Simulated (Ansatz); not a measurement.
System: Ba2ZnSe3 (Pnma, No. 62; cell taken from a computed entry). Method: HSE06 in Ansatz (plane waves, PAW).

Numerical settings: plane-wave cutoff 460 eV, 4×6×2 k mesh (along the axes of the cell as run), Fermi–Dirac smearing 0.01 eV, scalar-relativistic PAW data made under PBE.

Cell (relaxed with PBEsol):

```yaml
crystal:
  lattice:
    - [9.02847, 0.00000, 0.00000]
    - [0.00000, 4.36528, 0.00000]
    - [0.00000, 0.00000, 17.47521]
  atoms:
    - { symbol: Ba, position: [0.74912, 0.25000, 0.04324] }
    - { symbol: Ba, position: [0.25088, 0.75000, 0.95676] }
    - { symbol: Ba, position: [0.75088, 0.75000, 0.54324] }
    - { symbol: Ba, position: [0.24912, 0.25000, 0.45676] }
    - { symbol: Ba, position: [0.91786, 0.25000, 0.78761] }
    - { symbol: Ba, position: [0.08214, 0.75000, 0.21239] }
    - { symbol: Ba, position: [0.58214, 0.75000, 0.28761] }
    - { symbol: Ba, position: [0.41786, 0.25000, 0.71239] }
    - { symbol: Zn, position: [0.86313, 0.25000, 0.36445] }
    - { symbol: Zn, position: [0.13687, 0.75000, 0.63555] }
    - { symbol: Zn, position: [0.63687, 0.75000, 0.86445] }
    - { symbol: Zn, position: [0.36313, 0.25000, 0.13555] }
    - { symbol: Se, position: [0.50543, 0.25000, 0.89878] }
    - { symbol: Se, position: [0.49457, 0.75000, 0.10122] }
    - { symbol: Se, position: [0.99457, 0.75000, 0.39878] }
    - { symbol: Se, position: [0.00543, 0.25000, 0.60122] }
    - { symbol: Se, position: [0.62334, 0.25000, 0.42925] }
    - { symbol: Se, position: [0.37666, 0.75000, 0.57075] }
    - { symbol: Se, position: [0.87666, 0.75000, 0.92925] }
    - { symbol: Se, position: [0.12334, 0.25000, 0.07075] }
    - { symbol: Se, position: [0.81786, 0.25000, 0.22596] }
    - { symbol: Se, position: [0.18214, 0.75000, 0.77404] }
    - { symbol: Se, position: [0.68214, 0.75000, 0.72596] }
    - { symbol: Se, position: [0.31786, 0.25000, 0.27404] }
```

Question: Predict the band gap.

Answer: 
band gap: 2.58 eV (on the SCF k mesh)

Note: cell and atoms aren't relaxed at this level (largest force component 0.05 eV/Å, pressure 2.1 GPa).

Spin–orbit coupling is not included.

Static lattice: no zero-point or thermal effects.

Ansatz is a quantum-chemistry and plane-wave program.
